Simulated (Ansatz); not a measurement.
An Ansatz (an electronic-structure program) run: CaZrF6; DFT with PBEsol, PAW potentials and a 420 eV plane-wave cutoff in Ansatz, scalar-relativistic without spin-orbit coupling.

Input:

Ansatz 0.2 input:
```yaml
crystal:
  lattice:
    - [0, 4.2554198447, 4.2554198447]
    - [4.2554198447, 0, 4.2554198447]
    - [4.2554198447, 4.2554198447, 0]
  atoms:
    - { symbol: Ca, position: [0.5, 0.5, 0.5] }
    - { symbol: Zr, position: [0, 0, 0] }
    - { symbol: F, position: [0.7638592645, 0.2361407355, 0.2361407355] }
    - { symbol: F, position: [0.2361407355, 0.7638592645, 0.7638592645] }
    - { symbol: F, position: [0.2361407355, 0.7638592645, 0.2361407355] }
    - { symbol: F, position: [0.7638592645, 0.2361407355, 0.7638592645] }
    - { symbol: F, position: [0.2361407355, 0.2361407355, 0.7638592645] }
    - { symbol: F, position: [0.7638592645, 0.7638592645, 0.2361407355] }
basis: { ecutwfc: 420, ecutrho_ratio: 4, xc_grid: 2, fft_grid_basis: typed }
kpoints: { mp_grid: { grid: [7, 7, 7] } }
hamiltonian:
  xc: pbesol
  dispersion: none
  pseudopotentials: { kind: paw }
scf: { occupations: { method: fermi_dirac, width: 0.05 }, convergence: { dr2_threshold: 0.0000000008 } }
output: { forces: true, stress: true }
```

Output (explanatory and most iteration lines left out):

```
Pseudopotential: Ca, paw, valence charge 10
Pseudopotential: Zr, paw, valence charge 12
Pseudopotential: F, paw, valence charge 7
Crystal: 8 atoms, lattice volume = 154.119 Å³
Basis set: ecut = 420 eV, 2975 PW (Γ), exchange–correlation on 90×90×90 points (8 copies of the dense FFT grid, shifted against one another)
Bands: 40, of which v1, the nominal top of the filled ones, is band 32 counted from 1 (31 counted from 0)
Symmetry: 48 space group operations
Space group: Fm-3m (ITA 225), of the structure as read, at distance tolerance 5.4e-5 Å
k-points: 20 of 343
Functional: x = pbesol(κ = 0.804, μ = 0.12345679012345678), c = pbesol(β = 0.046)
SCF iter   1: F=—  HF=-10739.029590 eV  |F-HF|=—  |Δ(HF+E_count)|=         —  Δρ=1.15e-2  dr2=1.30e-1  ethr=1.77e-3  ⟨swp⟩=8.8  Hψ=3896  notcnv=0  defer=3
SCF iter   2: F=—  HF=-10738.998080 eV  |F-HF|=—  |Δ(HF+E_count)|=   3.15e-2  Δρ=3.14e-3  dr2=8.81e-3  ethr=2.03e-4  ⟨swp⟩=2.0  Hψ=1452  notcnv=0  defer=66
SCF 1 converged in 8 iterations: F = -10738.996061 eV  dr2 = 3.08e-10
SCF converged after 8 iterations
Free energy (F): -10738.996061 eV
Internal energy: -10738.996061 eV  (E = F + TS)
E sigma→0 (E₀):  -10738.996061 eV
Fermi energy:    2.401484 eV
--- Forces (eV/Å), atoms counted from 1 ---
  atom   1  Ca     0.00000000    -0.00000000     0.00000000
  atom   2  Zr    -0.00000000     0.00000000     0.00000000
  atom   3  F      0.00000835    -0.00000000    -0.00000000
  atom   4  F     -0.00000835     0.00000000     0.00000000
  atom   5  F      0.00000000     0.00000835     0.00000000
  atom   6  F     -0.00000000    -0.00000835     0.00000000
  atom   7  F     -0.00000000    -0.00000000     0.00000835
  atom   8  F     -0.00000000    -0.00000000    -0.00000835
--- Stress (GPa, compression-positive) ---
       -0.003654       0.000000      -0.000000
       -0.000000      -0.003654      -0.000000
        0.000000       0.000000      -0.003654
  P = ⅓ Tr σ = -0.0037 GPa (-0.037 kbar)
```

Whether these cells are dynamically stable was not tested. The cell is CaZrF$_{6}$ (space group Fm-3m, No. 225; a cell from a computed database, its experimental status unchecked).
